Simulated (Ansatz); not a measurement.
Levels about the gap of amorphous Si₁₈Na₆Ca₃O₄₂ (69 atoms in a cell of 1018 Å³, 2.34 g/cm³; zone centre alone, so wide bands show as single levels with stretches between that a denser mesh fills), at the geometry that PBE relaxed, where it gives 0.0 GPa on a denser mesh. The participation number counts the atoms over which a state spreads; weights are charges in smoothed Voronoi cells. The levels come from a single point, so bond lengths are those of that geometry. Method of the levels: PBE, scalar-relativistic without spin-orbit coupling (Ansatz, a program for electronic structure). Sampling: the zone centre alone; Fermi-Dirac width 0.02 eV; no spin polarisation. At PBE the levels at the filled edge of the gap are localised (band-tail or defect states), and the nearest spread-out levels lie 4.8 eV apart at the zone centre.

The cell was made by melting and quenching with the CHGNet potential and then relaxed with DFT. O atoms were pushed apart under 1.9 Å during the dynamics, to hinder bonds among them. The hot cell started wider than the set density and was brought back towards it in steps. It is the lowest in DFT energy of 2 quenches. It is a model cell: composition and starting density were chosen by hand, and all elements were melted together. No dispersion term was used. Its density started from a set value of 2.41 and ended at 2.34 g/cm³. The quench (nominally 260 K/ps over its main leg) was far faster than any real one, so the model tends to hold more defects than a real film. A cell of this size samples the disorder only roughly. Volume and shape were free in the relaxation.

| E - E(highest filled), eV | filling | participation number | largest on | weight O | weight Ca | weight Na | weight Si |
|---|---|---|---|---|---|---|---|
| -0.47 | filled | 4.7 | O, 4 neighbours | 0.92 | 0.01 | 0.03 | 0.04 |
| -0.35 | filled | 6.6 | O, 4 neighbours | 0.92 | 0.02 | 0.03 | 0.03 |
| -0.28 | filled | 4.3 | O, 2 neighbours | 0.93 | 0.01 | 0.02 | 0.05 |
| -0.23 | filled | 6.8 | O, 4 neighbours | 0.93 | 0.01 | 0.02 | 0.04 |
| -0.13 | filled | 6.2 | O, 4 neighbours | 0.93 | 0.01 | 0.03 | 0.04 |
| -0.09 | filled | 3.9 | O, 2 neighbours | 0.93 | 0.01 | 0.02 | 0.04 |
| 0.00 | filled | 3.5 | O, 2 neighbours | 0.93 | 0.00 | 0.01 | 0.05 |
| 3.59 | empty | 58.4 | Na, 3 neighbours | 0.62 | 0.06 | 0.15 | 0.17 |
| 5.16 | empty | 29.4 | Na, 5 neighbours | 0.54 | 0.10 | 0.23 | 0.13 |
| 5.30 | empty | 35.7 | Na, 3 neighbours | 0.61 | 0.08 | 0.17 | 0.14 |
| 5.51 | empty | 16.1 | Ca, 6 neighbours | 0.51 | 0.27 | 0.07 | 0.15 |
| 5.59 | empty | 25.1 | Ca, 5 neighbours | 0.54 | 0.21 | 0.15 | 0.10 |
| 5.63 | empty | 31.7 | Ca, 6 neighbours | 0.52 | 0.21 | 0.06 | 0.21 |
| 5.74 | empty | 35.7 | Na, 4 neighbours | 0.57 | 0.06 | 0.24 | 0.13 |

Most localised among these is the filled level at +0.00 eV, on a O atom, which has 2 neighbours (Si 1.56 Å, Na 2.31 Å).
